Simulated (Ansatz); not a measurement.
# Effective masses and thermopower of LaWN₃ (R3c)

```xyz
10
Lattice="2.8238 1.6303 4.5766 -2.8238 1.6303 4.5766 0.0000 -3.2606 4.5766" Properties=species:S:1:pos:R:3 pbc="T T T"
La     0.0000     0.0000     7.3700
La     0.0000     0.0000     0.5051
W      0.0000     0.0000    10.7843
W      0.0000     0.0000     3.9194
N     -0.2906    -1.6433     3.0180
N      1.5684     0.5699     3.0180
N     -1.2778     1.0733     3.0180
N     -1.5460    -0.5570     5.3063
N      0.2906     1.6174     5.3063
N      1.2554    -1.0604     5.3063
```

All values below come from PBEsol, rigid bands (plane waves, PAW, scalar-relativistic; Ansatz, a first-principles code). Geometry: cell and atoms relaxed with PBEsol.

```json
{
 "band_gap": "0.99 eV",
 "electron conductivity mass (300 K, dilute)": "0.97 (x), 0.97 (y), 0.88 (z) mₑ",
 "effective density of states N_c (300 K)": "9.8e19 cm⁻³",
 "density_of_states_mass_electrons": "2.5 mₑ",
 "Seebeck coefficient, n-type 1e19 cm⁻³, 300 K": "-392 μV/K"
}
```

Rigid bands; masses and Seebeck coefficients take one relaxation time τ for all states and one kind of carrier; polarons and phonon drag are left out. Spin-orbit coupling is left out; with 5d elements it also splits d-like band edges.

Computed structure with no diffraction record at hand here (it may be known, metastable or hypothetical): LaWN3 (R3c).
